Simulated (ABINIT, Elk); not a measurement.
An Elk input for a self-consistent single point of Cu₂O (Pn-3m, 6 atoms in the cell) (DFT, PBE, all-electron FP-LAPW, Elk's shipped species files, default APW+lo basis):

```
tasks
  0

xctype
  20

rgkmax
  7.0

stype
  3

swidth
  0.000367493

scale
  7.779641517

avec
    1.0000000000    0.0000000000    0.0000000000
    0.0000000000    1.0000000000    0.0000000000
    0.0000000000    0.0000000000    1.0000000000

sppath
  'species/'

atoms
  2   : nspecies
  'Cu.in'   : spfname
  4   : natoms; atposl, bfcmt below
  0.7500000000  0.2500000000  0.7500000000    0.0 0.0 0.0
  0.2500000000  0.7500000000  0.7500000000    0.0 0.0 0.0
  0.7500000000  0.7500000000  0.2500000000    0.0 0.0 0.0
  0.2500000000  0.2500000000  0.2500000000    0.0 0.0 0.0
  'O.in'   : spfname
  2   : natoms; atposl, bfcmt below
  0.0000000000  0.0000000000  0.0000000000    0.0 0.0 0.0
  0.5000000000  0.5000000000  0.5000000000    0.0 0.0 0.0

ngridk
  7 7 7
```

### Question
Give the ABINIT input for the same structure, mesh, smearing and functional.

### Answer
This is the input that was run; spellings and numerical settings could be chosen otherwise.

```
# Cu2O, JTH v2.0 PBE PAW
pp_dirpath "./"
pseudos "Cu.GGA_PBE-JTH.xml, O.GGA_PBE-JTH.xml"
acell 7.7796415174 7.7796415174 7.7796415174
rprim
         1.0000000000    0.0000000000    0.0000000000
         0.0000000000    1.0000000000    0.0000000000
         0.0000000000    0.0000000000    1.0000000000
natom 6
ntypat 2
znucl 29 8
typat 1 1 1 1 2 2
xred
         0.7500000000    0.2500000000    0.7500000000
         0.2500000000    0.7500000000    0.7500000000
         0.7500000000    0.7500000000    0.2500000000
         0.2500000000    0.2500000000    0.2500000000
         0.0000000000    0.0000000000    0.0000000000
         0.5000000000    0.5000000000    0.5000000000
ecut 30
pawecutdg 60
pawovlp -1
pawxcdev 0
ixc 11
occopt 3
tsmear 0.00036749
nband 55
kptopt 1
ngkpt 7 7 7
nshiftk 1
shiftk 0 0 0
nstep 80
toldfe 1.0e-09
prtwf 0
prtden 0
prtvol 1
enunit 1
```

Basis settings and potentials, where a program has them, do not carry over. This input uses DFT, PBE, plane waves, PAW (JTH v2.0 PBE PAW). Both were run: gap on the mesh 0.815 eV in Elk and 0.793 in ABINIT.

On ABINIT: the starting cell has typed, rounded lattice constants, without a prior relaxation at this level. Its lattice was rescaled by a random factor within 2.5 % of one. For this run, on top of that: lattice scaled by 0.98. With a pressure of about 20 GPa the cell is away from its equilibrium volume at this level.

On Elk: the starting cell has typed, rounded lattice constants, without a prior relaxation at this level. Its lattice was rescaled by a random factor within 2.5 % of one. For this run, on top of that: lattice scaled by 0.98. Values depend on the basis (sphere radii, cutoffs, local orbitals), which need not be converged.
